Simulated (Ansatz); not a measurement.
HgSe, response to strain

Base system: HgSe in the zinc blende structure (space group F-43m, No. 216).

```xyz
2
Lattice="0.0000 3.0315 3.0315 3.0315 0.0000 3.0315 3.0315 3.0315 0.0000" Properties=species:S:1:pos:R:3 pbc="T T T"
Hg     0.0000     0.0000     0.0000
Se     1.5157     1.5157     1.5157
```

Strains are applied to the cell and any free atomic positions relax.

The values are results of LDA in Ansatz (plane waves to 420 eV, PAW, without spin-orbit coupling), not measurements.

Notes on the quantities. energy relative to the base: free energy F.

```json
[
 {"variant": "base", "energy relative to the base": "0 meV/atom", "volume per atom": "27.86 Å³", "pressure": "0.0 GPa"},
 {"variant": "isotropic strain −3.00 %", "energy relative to the base": "+46 meV/atom", "volume per atom": "25.43 Å³", "pressure": "6.7 GPa"},
 {"variant": "isotropic strain −2.50 %", "energy relative to the base": "+31 meV/atom", "volume per atom": "25.82 Å³", "pressure": "5.3 GPa"},
 {"variant": "isotropic strain −2.00 %", "energy relative to the base": "+20 meV/atom", "volume per atom": "26.22 Å³", "pressure": "4.1 GPa"},
 {"variant": "isotropic strain −1.00 %", "energy relative to the base": "+4.8 meV/atom", "volume per atom": "27.03 Å³", "pressure": "1.9 GPa"},
 {"variant": "isotropic strain −0.50 %", "energy relative to the base": "+1.2 meV/atom", "volume per atom": "27.44 Å³", "pressure": "0.9 GPa"},
 {"variant": "isotropic strain +1.00 %", "energy relative to the base": "+4.3 meV/atom", "volume per atom": "28.70 Å³", "pressure": "-1.6 GPa"},
 {"variant": "isotropic strain +2.00 %", "energy relative to the base": "+17 meV/atom", "volume per atom": "29.56 Å³", "pressure": "-3.0 GPa"},
 {"variant": "isotropic strain +2.50 %", "energy relative to the base": "+26 meV/atom", "volume per atom": "30.00 Å³", "pressure": "-3.6 GPa"},
 {"variant": "isotropic strain +3.00 %", "energy relative to the base": "+36 meV/atom", "volume per atom": "30.44 Å³", "pressure": "-4.1 GPa"}
]
```

The mesh was chosen for an insulator and is coarse for the gapless case. No phonon test of stability was made. The final runs are not spin-polarised.

Ansatz is a first-principles code.
